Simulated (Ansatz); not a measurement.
A computed series for Mg: pressure series

The reference is Mg (space group R-3m, No. 166; a = 3.170 Å, c = 23.333 Å (hexagonal axes); a cell from a computed database, its experimental status unchecked).

Cell and atoms are relaxed at each pressure.

The values are results of DFT with PBEsol, PAW potentials and a 420 eV plane-wave cutoff in Ansatz (an electronic-structure program), spin-orbit coupling left out, not measurements.

```csv
case,shortest interatomic distance,c/a ratio
base,3.167 Å,7.361
pressure −2 GPa,3.231 Å,7.362
pressure −1 GPa,(withheld),7.361
pressure 0.3 GPa,(withheld),7.360
pressure 0.7 GPa,3.147 Å,7.360
pressure 1.5 GPa,(withheld),7.359
pressure 3 GPa,3.093 Å,7.358
pressure 5 GPa,3.053 Å,7.356
pressure 7.5 GPa,3.011 Å,7.353
pressure 10 GPa,2.975 Å,(withheld)
```

Question: Some entries are withheld; estimate them.

Answer: 
- pressure −1 GPa, shortest interatomic distance: 3.197 Å
- pressure 0.3 GPa, shortest interatomic distance: 3.158 Å
- pressure 1.5 GPa, shortest interatomic distance: 3.127 Å
- pressure 10 GPa, c/a ratio: 7.352

Load acts through the strain it causes; cell and atoms are relaxed under it. Whether these cells are dynamically stable was not tested. No other phases were tried under pressure. This is not the structure that Mg has at room temperature and ambient pressure.
